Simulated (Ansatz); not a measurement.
## Effect of biaxial strain −2.06 %, plane normal [110], relaxed out of plane on hypothetical Fm-3m MoTe2

The parent structure is MoTe2 (space group Fm-3m, No. 225; a = 6.639 Å; a hypothetical phase, not in the database extracts checked). Axes: x, y, z lie along the cube axes.

Now apply this change: biaxial strain −2.06 %, plane normal [110], relaxed out of plane (Cartesian); in-plane vectors clamped, the third vector and the atoms free.

Computed with plane-wave PAW DFT at the r2SCAN level (Ansatz, a first-principles code, 500 eV), spin-orbit coupling left out. Settings: 12×12×12 k-points, 0.05 eV Fermi–Dirac smearing.

The volume per atom falls by 0.31 Å³, from 24.39 Å³ to 24.08 Å³ and the space group becomes Immm (No. 71) (base: Fm-3m (No. 225)). The shortest interatomic distance drops by 0.042 Å, from 2.875 Å to 2.833 Å and the energy increases by 4.9 meV/atom. The band gap stays zero and the out-of-plane strain is +2.92 % (rough). The mean in-plane stress (compression positive) amounts to +1.8 GPa (rough).

Cost of the whole job for the changed cell (relaxation, final SCF and bands): about 6 core-minutes (a rough figure).

Without a gap, meshes like the base's 12×12×12 leave anisotropic stresses uncertain by several tenths of a GPa, and small strain energies with them. Stability against distortions was not tested. All final runs are without spin polarisation. MoTe2 has a high density of states at the Fermi level and may be magnetic at this level.
